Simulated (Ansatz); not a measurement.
**Mg2BeN2 (model structure, started from the Ca2ZnN2 type, I4/mmm, No. 139, 5 atoms in the cell): properties by level of theory**

```
level (code)     lattice parameter a (Å)  c axis length (Å)  bulk modulus (GPa)  cohesive energy (eV/atom)  band gap (eV)
---------------  -----------------------  -----------------  ------------------  -------------------------  -------------
LDA (Ansatz)                       3.074             10.874                 130                       4.89           1.16
PBE (Ansatz)                       3.139             11.031                 115                       4.21           0.92
PBEsol (Ansatz)                    3.112             10.981                 121                       4.48           0.95
r²SCAN (Ansatz)                    3.113             10.966                 125                       4.29           1.49
```

Computed values are for a static lattice.  Each level is taken at its own relaxed cell. Cutoffs differ between the levels. Ansatz's density-functional and Hartree–Fock values are scalar-relativistic unless marked +SOC, with PAW data made under PBE.

Caveats: the bulk modulus is −V dP/dV from two relaxed cells at ±2 % in volume (LDA, PBE, PBEsol, r²SCAN). Ansatz's density-functional and Hartree–Fock values are scalar-relativistic unless marked +SOC, with PAW data made under PBE.

Free atoms are spin-polarised, in the lowest state found; at levels without +SOC their spin–orbit coupling is left out.

Static lattice: no zero-point or thermal effects.

A model structure was made by putting elements into a prototype or built by hand; it is no filed structure, need not be a known phase, and can be a saddle point held by its symmetry.

Ansatz is a first-principles code.
